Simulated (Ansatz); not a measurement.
# Hypothetical CsCl type NbAs: pressure −1 GPa

Base system: NbAs in the CsCl type structure (space group Pm-3m, No. 221; a = 3.1802 Å; a hypothetical phase, not in the database extracts checked).

Modification: hydrostatic tension (pressure −1 GPa).

Level of theory: PBEsol in Ansatz (plane waves to 420 eV, PAW, no spin-orbit coupling). k-mesh 15×15×15 (Γ-centred); smearing 0.05 eV (Fermi–Dirac).

* **Volume per atom**: 16.17 Å³ (base 16.08 Å³)
* **Density**: 8.62 g/cm³ (base 8.66 g/cm³)
* **Lattice parameter a**: 3.186 Å (base 3.180 Å)
* **Enthalpy H = E + PV relative to the base's energy**: -0.10 eV/atom
* **Band gap**: zero (base zero)

Final structure:

```xyz
2
Lattice="3.1861 0.0000 0.0000 0.0000 3.1861 0.0000 0.0000 0.0000 3.1861" Properties=species:S:1:pos:R:3 pbc="T T T"
Nb     0.0000     0.0000     0.0000
As     1.5931     1.5931     1.5931
```

Cost of the whole job for the changed cell (relaxation, final SCF and bands): about 21 core-seconds (a rough figure).

Load acts through the strain it causes; cell and atoms are relaxed under it. Whether these cells are dynamically stable was not tested. All final runs are without spin polarisation.

Ansatz is a first-principles code.
